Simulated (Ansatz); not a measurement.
**HfS2: pressure series**

Base system: HfS2 in the CdI2 type structure (space group P-3m1, No. 164; a = 3.6057 Å, c = 5.7676 Å; layered, stacked along the Cartesian z axis).

Cell and atoms are relaxed at each pressure.

Levels (all Ansatz, a first-principles code, PAW): PBE-D3(BJ) (420 eV, scalar-relativistic without spin-orbit coupling); PBEsol-D3(BJ) (420 eV, without spin-orbit coupling).

The base cell above is that of PBE-D3(BJ); each level relaxes its own structures.

```csv
case,"band gap, PBE-D3(BJ)","band gap, PBEsol-D3(BJ)"
pressure −1 GPa,1.03 eV,(withheld)
pressure 1.8 GPa,0.61 eV,0.24 eV
pressure 4.2 GPa,0.37 eV,zero
pressure 9 GPa,zero,(withheld)
pressure 18 GPa,zero,zero
pressure 30 GPa,zero,(withheld)
pressure 45 GPa,zero,(withheld)
pressure 60 GPa,zero,zero
```

Task: Some entries are withheld; estimate them.

Result: 
- pressure −1 GPa, band gap, PBEsol-D3(BJ): 0.60 eV
- pressure 9 GPa, band gap, PBEsol-D3(BJ): zero
- pressure 30 GPa, band gap, PBEsol-D3(BJ): zero
- pressure 45 GPa, band gap, PBEsol-D3(BJ): zero

The two levels differ by at most about 0.43 eV. Near ties aside, they put the cases in the same order.

A case with no gap was solved on a k-mesh chosen for an insulator, which is coarse for it. With Hf present, leaving out spin-orbit coupling can change the band edges. Load acts through the strain it causes; cell and atoms are relaxed under it. No phonon test of stability was made. Competing high-pressure phases were not computed. The final runs are not spin-polarised. Gaps under 0.05 eV, about the width of the smearing, are given as zero. A zero or small gap of HfS2 under pressure 1.8 GPa, HfS2 under pressure 4.2 GPa, HfS2 under pressure 9 GPa and HfS2 under pressure 18 GPa can be the functional's error rather than a property of the material.
